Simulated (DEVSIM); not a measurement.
Structure: Pt/SiON/n-Si capacitor, at 400 K.

Layer 1 from the left is SiON, thickness (nm) 18.0. Layer 2 from the left is Si, thickness (nm) 6700, Nd (cm⁻³) 7.3e15.

Metal gate on the left, work function 5.6 eV. Fixed charge at the semiconductor interface 1.7e11 cm⁻² (in units of +e); no interface traps.

The device is made up for the run: typed textbook-type constants, with dimensions and the other settings drawn at random. Values at 300 K; Nc and Nv go as T^1.5, mobilities as T to minus their exponent, the gap by Varshni's rule with the affinity fixed.

SiON: gap (eV) 7, affinity (eV) 1.4, permittivity 5.5. Si: gap (eV) 1.124, affinity (eV) 4.05, permittivity 11.7, Nc (cm⁻³) 2.86e19, Nv (cm⁻³) 3.1e19, Varshni α (eV/K) 0.000473, Varshni β (K) 636.

Task: Estimate by hand the flat-band voltage, the threshold voltage, and compare with a numerical solution.

Result: 
- Flat-band voltage: C = 0.271 μF/cm², work-function difference 1.250 V; VFB = φms − qNf/C = 1.15 V; numerical 1.15 V.
- Threshold voltage: φF = 0.247 V, depletion charge √(4εqNφF) = 3.46e-8 C/cm²; VT = VFB − 2φF − Qd/C = 0.53 V; numerical 0.53 V.

DEVSIM, 1D Poisson equation in equilibrium, Boltzmann statistics, complete ionisation; no quantum confinement or tunnelling. Metal contacts follow the ideal Schottky-Mott rule: no Fermi-level pinning, no interface dipoles.
